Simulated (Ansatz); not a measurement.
The starting structures come from a database of crystals and need not be the phases stable at ambient conditions.

 Where the default PAW files enter, the runs use the earlier of Ansatz's two default sets.

# Evanescent states of RbCl (Pm-3m, CsCl type, not sure to be the ambient phase, 2 atoms a cell, 30.5 Å³ an atom) along the normal of (110)

All values below come from PBEsol (plane waves, PAW; Ansatz, a first-principles code).

The gap is the functional's own, uncorrected, and κ follows it; spin-orbit coupling is left out. Mid-gap values are interpolated between the computed energies.

Energies count from the valence-band top; κ is the least over a 8×6 mesh across the current.

| E (eV) | κ (1/Å) | where |
|---|---|---|
| 0.11 | 0.170 | off Γ |
| 0.33 | 0.237 | Γ |
| 0.55 | 0.277 | Γ |
| 0.77 | 0.305 | Γ |
| 0.99 | 0.325 | Γ |
| 1.21 | 0.340 | Γ |
| 1.43 | 0.350 | Γ |
| 1.65 | 0.357 | Γ |
| 1.87 | 0.360 | Γ |
| 2.09 | 0.361 | Γ |
| 2.31 | 0.359 | Γ |
| 2.53 | 0.354 | Γ |
| 2.75 | 0.347 | Γ |
| 2.97 | 0.337 | Γ |
| 3.19 | 0.325 | Γ |
| 3.41 | 0.310 | Γ |
| 3.63 | 0.291 | Γ |
| 3.85 | 0.268 | Γ |
| 4.07 | 0.240 | Γ |
| 4.29 | 0.203 | Γ |
| 4.51 | 0.154 | Γ |
| 4.73 | 0.064 | Γ |

Task: How thick must the barrier be to attenuate the transmission by 10^6 when the electrodes' Fermi level lies at 2.09 eV, and what attenuation does that film give at 3.19 eV?

Result: d = 6 ln 10 / (2 × 0.361) = 19.1 Å. At 3.19 eV it gives 6 × 0.325/0.361 = 5.4 decades.
